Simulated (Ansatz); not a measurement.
The reference is TiC in the rock salt structure (space group Fm-3m, No. 225; relaxed with 0.1 eV smearing).

```cif
data_CTi
_chemical_formula_sum 'Ti1 C1'
_space_group_name_H-M_alt 'P 1'
_space_group_IT_number 1
_cell_length_a 3.06025
_cell_length_b 3.06025
_cell_length_c 3.06025
_cell_angle_alpha 60.000
_cell_angle_beta 60.000
_cell_angle_gamma 60.000
loop_
_space_group_symop_operation_xyz
  'x, y, z'
loop_
_atom_site_label
_atom_site_type_symbol
_atom_site_fract_x
_atom_site_fract_y
_atom_site_fract_z
_atom_site_occupancy
Ti1 Ti 0.00000 0.00000 0.00000 1
C1 C 0.50000 0.50000 0.50000 1
```

Method: r2SCAN (Ansatz, an electronic-structure program, PAW, no SOC).

Strains are applied to the cell and any free atomic positions relax.

One change was made to it. Results:

```csv
quantity,base,after
energy relative to the base (free energy F),0 meV/atom,+18 meV/atom
pressure,0.0 GPa,13.0 GPa
```

Problem. Name the change that was made.
(A) isotropic strain −2.50 %
(B) isotropic strain −2.00 %
(C) isotropic strain −1.50 %
(D) isotropic strain −1.00 %

Solution. C, isotropic strain −1.50 %. For comparison, the energy relative to the base in the other runs: isotropic strain −1.00 % gives +7.7 meV/atom; isotropic strain −2.50 % gives +50 meV/atom; isotropic strain −2.00 % gives +32 meV/atom.

Whether these cells are dynamically stable was not tested. The final runs are not spin-polarised.
